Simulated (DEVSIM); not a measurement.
System: Pd/Si3N4/p-Ge capacitor, at 300 K.

```
layer (left to right)  material  thickness (nm)  Na (cm⁻³)
---------------------  --------  --------------  ---------
1                         Si3N4            4.10          -
2                            Ge             540     1.2e18
```

Metal gate on the left, work function 5.2 eV. Fixed charge at the semiconductor interface 0 cm⁻² (in units of +e); no interface traps.

This is a model device: material constants are rounded textbook-type values typed into the input, and sizes, dopings and lifetimes were drawn at random. Values at 300 K.

```csv
parameter,Si3N4,Ge
gap (eV),5.1,0.664
affinity (eV),2.1,4
permittivity,7.5,16
Nc (cm⁻³),-,1.04e19
Nv (cm⁻³),-,6e18
```

Simulated with DEVSIM: 1D Poisson equation in equilibrium, Boltzmann statistics, complete ionisation; no quantum confinement or tunnelling. Metal contacts follow the ideal Schottky-Mott rule: no Fermi-level pinning, no interface dipoles.

The substrate doping was swept, all else fixed.

```
substrate doping (cm^-3)  minimum of the low-frequency capacitance (μF/cm²)  flat-band voltage (V)  threshold voltage (band bending 2φF) (V)
------------------------  -------------------------------------------------  ---------------------  ----------------------------------------
6e16                                                                  0.147                   0.66                                      1.13
1.2e17                                                                0.186                   0.64                                      1.18
2.4e17                                                                0.244                   0.62                                      1.24
6e17                                                                  0.338                   0.60                                      1.36
1.2e18                                                                0.428                   0.58                                      1.49
2.4e18                                                                  ___                   0.56                                       ___
```

### Question
What belongs in the gaps?

### Answer

- 2.4e18, minimum of the low-frequency capacitance (μF/cm²): 0.524
- 2.4e18, threshold voltage (band bending 2φF) (V): 1.66
